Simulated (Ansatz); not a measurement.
Si vacancy + N on the C site in 4H silicon carbide: one set of geometries, relaxed with PBE, evaluated in Ansatz (PAW, plane waves to 420 eV, 500 eV under r2SCAN) with PBE, r2SCAN.

Cell and caveats: 96-site cell; 2×2×2 shifted k-points; start: the Si(h) site; C(h) 1.90 Å away, along c; charged states image-corrected; corrections pass 1 eV, so highly charged states may be off by several tenths; relaxed from one start, so a lower configuration may exist; flagged in the runs: a host whose relaxation on this sampling wasn't shown to rest.

| quantity | PBE | r2SCAN |
|---|---|---|
| host gap (eV) | 2.22 | 2.59 |
| ε(0/−1) above the VBM (eV) | 0.87 | 1.17 |
| largest moment on one atom at charge 0 (μB) | 0.35 | 0.41 |
| largest moment on one atom at charge −1 (μB) | 0.29 | 0.33 |

PBE narrows the gap by 0.37 eV against r2SCAN, the highest level run, and puts the levels 0.30 eV lower above the valence-band maximum on average.

Ansatz is an electronic-structure program.
